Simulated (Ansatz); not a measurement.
An Ansatz (an electronic-structure program) run: HgF2 with a change (isotropic strain −1.00 %); PBEsol, PAW, 420 eV (Ansatz; without spin-orbit coupling).

Input:

Ansatz 0.2 input:
```yaml
crystal:
  lattice:
    - [0, 2.7416840175, 2.7416840175]
    - [2.7416840175, 0, 2.7416840175]
    - [2.7416840175, 2.7416840175, 0]
  atoms:
    - { symbol: Hg, position: [0, 0, 0] }
    - { symbol: F, position: [0.25, 0.25, 0.25] }
    - { symbol: F, position: [0.75, 0.75, 0.75] }
basis: { ecutwfc: 420, ecutrho_ratio: 4, xc_grid: 2, fft_grid_basis: typed }
kpoints: { mp_grid: { grid: [10, 10, 10] } }
hamiltonian:
  xc: pbesol
  dispersion: none
  pseudopotentials: { kind: paw }
scf: { occupations: { method: fermi_dirac, width: 0.05 }, convergence: { dr2_threshold: 0.0000000003 } }
relax: { f_tol: 0.005, max_steps: 50 }
output: { forces: true, stress: true }
checkpoint: { write: state.ck, write_every: 1000 }
```

Output (explanatory and most iteration lines left out):

```
Relaxation: its limit of steps is 50 (relax.max_steps)
Pseudopotential: Hg, paw, valence charge 20
Pseudopotential: F, paw, valence charge 7
Crystal: 3 atoms, lattice volume = 41.218 Å³
Basis set: ecut = 420 eV, 821 PW (Γ), exchange–correlation on 54×54×54 points (8 copies of the dense FFT grid, shifted against one another)
Bands: 21, of which v1, the nominal top of the filled ones, is band 17 counted from 1 (16 counted from 0)
Symmetry: 48 space group operations
Space group: Fm-3m (ITA 225), of the structure as read, at distance tolerance 3.5e-5 Å
k-points: 47 of 1000
Functional: x = pbesol(κ = 0.804, μ = 0.12345679012345678), c = pbesol(β = 0.046)
SCF iter   1: F=—  HF=-15267.529823 eV  |F-HF|=—  |Δ(HF+E_count)|=         —  Δρ=1.63e-2  dr2=7.15e-2  ethr=1.77e-3  ⟨swp⟩=5.7  Hψ=4063  notcnv=0
SCF iter   2: F=—  HF=-15267.517688 eV  |F-HF|=—  |Δ(HF+E_count)|=   1.21e-2  Δρ=9.32e-3  dr2=2.32e-2  ethr=2.10e-4  ⟨swp⟩=2.0  Hψ=2162  notcnv=0
SCF 1 converged in 7 iterations: F = -15267.511036 eV  dr2 = 1.15e-11
relax step   1: F+E_penalty+E_count = -15267.51103567 eV  Δ(F+E_penalty+E_count) = +0.000e0 eV  max|allowed force component| = 1.234e-17 eV/Å  Δτ_max = 0.0000 Å  (7 SCF iters, accepted)
SCF converged after 7 iterations
Free energy (F): -15267.511036 eV
Internal energy: -15267.511031 eV  (E = F + TS)
E sigma→0 (E₀):  -15267.511033 eV
Entropy (-TS):   -0.000005 eV (-0.002 meV/atom)
Fermi energy:    7.922018 eV
--- Forces (eV/Å), atoms counted from 1 ---
  atom   1  Hg     0.00000000     0.00000000    -0.00000000
  atom   2  F      0.00000000    -0.00000000     0.00000000
  atom   3  F      0.00000000     0.00000000    -0.00000000
--- Stress (GPa, compression-positive) ---
        3.310704       0.000000       0.000000
        0.000000       3.310704      -0.000000
       -0.000000       0.000000       3.310704
  P = ⅓ Tr σ = 3.3107 GPa (33.107 kbar)
--- Relaxed structure (1 steps of the walk, 1 accepted, 0 SCFs on fresh bases) ---
  atoms:
    - { symbol: Hg, position: [0.0, 0.0, 0.0] }
    - { symbol: F, position: [0.25, 0.25, 0.25] }
    - { symbol: F, position: [0.7500000000000001, 0.7500000000000001, 0.7500000000000001] }
```

With Hg present, leaving out spin-orbit coupling can change the band edges. Whether these cells are dynamically stable was not tested. The cell was made from HgF2 in the fluorite structure (space group Fm-3m, No. 225) by this change: isotropic strain −1.00 %.
